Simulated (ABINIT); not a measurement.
Worked example: self-consistent single point of Rb3Ba (Fm-3m, 4 atoms in the cell) in ABINIT.

Level of theory: LDA (PW92), norm-conserving pseudopotentials (PseudoDojo nc-sr-04 LDA standard) (plane waves; ABINIT).

```
CELL_PARAMETERS angstrom
      0.00000     5.46259     5.46259
      5.46259     0.00000     5.46259
      5.46259     5.46259     0.00000
ATOMIC_POSITIONS crystal
  Rb 0.25000 0.25000 0.25000
  Rb 0.75000 0.75000 0.75000
  Rb 0.50000 0.50000 0.50000
  Ba 0.00000 0.00000 0.00000
```

Reference input (self-consistent single point, DFT, PBEsol, plane waves, norm-conserving pseudopotentials (PseudoDojo nc-sr-04 PBEsol standard)): pseudos = [Rb.upf, Ba.upf]; ecut = 28 Ha; occopt = 3; tsmear = 0.05 eV; ngkpt = 4 4 4; nshiftk = 1; shiftk = 0 0 0; potentials = PseudoDojo nc-sr-04 PBEsol standard; nband = 25; kptopt = 1; nstep = 60; tolvrs = 1e-12. This run's input differs from it in these lines:

```diff
@@ -1,2 +1,2 @@
-# Rb3Ba, PseudoDojo nc-sr-04 PBEsol standard
+# Rb3Ba, PseudoDojo nc-sr-04 LDA standard
 pp_dirpath "./"
```

Its files differ too (potentials: PseudoDojo nc-sr-04 PBEsol standard → PseudoDojo nc-sr-04 LDA standard).

Log, with long lists cut:

```
--- !BeginCycle
solver: {iscf: 7, nstep: 60, nline: 4, wfoptalg: 0, }
tolerances: {tolvrs: 1.00E-12, }
...

     iter   Etot(hartree)      deltaE(h)  residm     vres2
 ETOT  1  -109.34859302841    -1.093E+02 1.412E-02 5.298E+00
 ETOT  2  -109.37670018881    -2.811E-02 4.541E-03 2.832E+00
 ETOT  3  -109.37685923760    -1.590E-04 1.276E-04 1.111E-01
 ETOT  4  -109.37687525974    -1.602E-05 3.402E-05 7.802E-02
 ETOT  5  -109.37688221527    -6.956E-06 1.209E-05 7.763E-03
   [... 16 lines left out ...]
 ETOT 22  -109.37688384633     2.004E-12 8.353E-12 1.385E-10
 ETOT 23  -109.37688384633    -2.700E-13 3.422E-12 7.727E-12
 ETOT 24  -109.37688384633     1.279E-12 1.603E-12 1.816E-12
 ETOT 25  -109.37688384632     3.254E-12 6.455E-13 1.045E-14
 At SCF step   25       vres2   =  1.04E-14 < tolvrs=  1.00E-12 =>converged.

 Cartesian components of stress tensor (hartree/bohr^3)
  sigma(1 1)=  1.62975534E-05  sigma(3 2)=  0.00000000E+00
  sigma(2 2)=  1.62975534E-05  sigma(3 1)=  0.00000000E+00
  sigma(3 3)=  1.62975534E-05  sigma(2 1)=  0.00000000E+00

 ----iterations are completed or convergence reached----

 reduced coordinates (array xred) for    4 atoms
       0.250000000000      0.250000000000      0.250000000000
       0.750000000000      0.750000000000      0.750000000000
       0.500000000000      0.500000000000      0.500000000000
       0.000000000000      0.000000000000      0.000000000000
 cartesian forces (eV/Angstrom) at end:
    1      0.00000000000000     0.00000000000000    -0.00000000000000
   [... lines left out ...]
 Fermi (or HOMO) energy (hartree) =   0.03888   Average Vxc (hartree)=  -0.23131
 Fermi (or HOMO) energy (eV) =   1.05790   Average Vxc (eV)=  -6.29424
   [... lines left out ...]
total_energy        : -1.09376883846324E+02
total_energy_eV     : -2.97629637175295E+03
band_energy         : -1.88677468890275E+01
...

-Cartesian components of stress tensor (GPa)         [Pressure= -4.7949E-01 GPa]
- sigma(1 1)=  4.79490495E-01  sigma(3 2)=  0.00000000E+00
- sigma(2 2)=  4.79490495E-01  sigma(3 1)=  0.00000000E+00
- sigma(3 3)=  4.79490495E-01  sigma(2 1)=  0.00000000E+00

 Calculation completed.
```

The run converged in 25 iterations. Against the reference run the pressure goes from -0.11 to -0.48 GPa.

The starting cell comes from a database of computed structures (which also holds hypothetical and non-ambient phases and stackings), without a prior relaxation at this level. Its lattice was rescaled by a random factor within 2.5 % of one.

Cost on one core of a shared machine: roughly 3 min.
